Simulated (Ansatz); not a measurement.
Consider Hf in the hcp (Mg type) structure (space group P6_3/mmc, No. 194; a = 3.1983 Å, c = 5.0488 Å; relaxed with 0.1 eV smearing). Axes: x lies along a and z along c of the hexagonal cell.

All numbers come from r2SCAN/PAW in Ansatz (a quantum-chemistry and plane-wave program), scalar-relativistic without spin-orbit coupling.

For the base:

The pressure is 0.0 GPa and the shortest interatomic distance comes out as 5.910 bohr.

One thing is altered: biaxial strain −2.00 %, plane normal [001], relaxed out of plane (Cartesian); in-plane vectors clamped, the third vector and the atoms free.

Estimate the effect on the out-of-plane strain.

The out-of-plane strain amounts to +1.31 %.

Estimate the effect on the pressure.

The pressure (mean of the normal stresses, compression positive) goes from zero to 3.1 GPa.

Estimate the effect on the shortest interatomic distance.

The shortest interatomic distance increases by 0.0101 bohr (5.910 bohr → 5.921 bohr).

No phonon test of stability was made. The final runs are not spin-polarised.
